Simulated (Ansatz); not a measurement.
Results of r²SCAN-D4 (plane waves, PAW; Ansatz, a program for electronic structure) for zinc-blende SrO (model structure).

Settings: plane-wave cutoff 500 eV, 12×12×12 k mesh, Fermi–Dirac smearing 0.05 eV, scalar-relativistic PAW data made under PBE.

Cell (relaxed at this level):

```cif
data_OSr
_chemical_formula_sum 'Sr1 O1'
_space_group_name_H-M_alt 'P 1'
_space_group_IT_number 1
_cell_length_a 3.94042
_cell_length_b 3.94042
_cell_length_c 3.94042
_cell_angle_alpha 60.000
_cell_angle_beta 60.000
_cell_angle_gamma 60.000
loop_
_space_group_symop_operation_xyz
  'x, y, z'
loop_
_atom_site_label
_atom_site_type_symbol
_atom_site_fract_x
_atom_site_fract_y
_atom_site_fract_z
_atom_site_occupancy
Sr1 Sr 0.00000 0.00000 0.00000 1
O1 O 0.25000 0.25000 0.25000 1
```

Q: Give the computed band gap.

A: 
* **band gap**: 2.91 eV (on the SCF k mesh)

Note: the relaxation could raise the start's symmetry but not lower it, so the cell can be a saddle point.

Spin–orbit coupling is not included.

The computed numbers hold no vibrational or temperature effects.

Computing time: very roughly 40 core-seconds.

A model structure was made by putting elements into a prototype or built by hand; it is no filed structure, need not be a known phase, and can be a saddle point held by its symmetry.
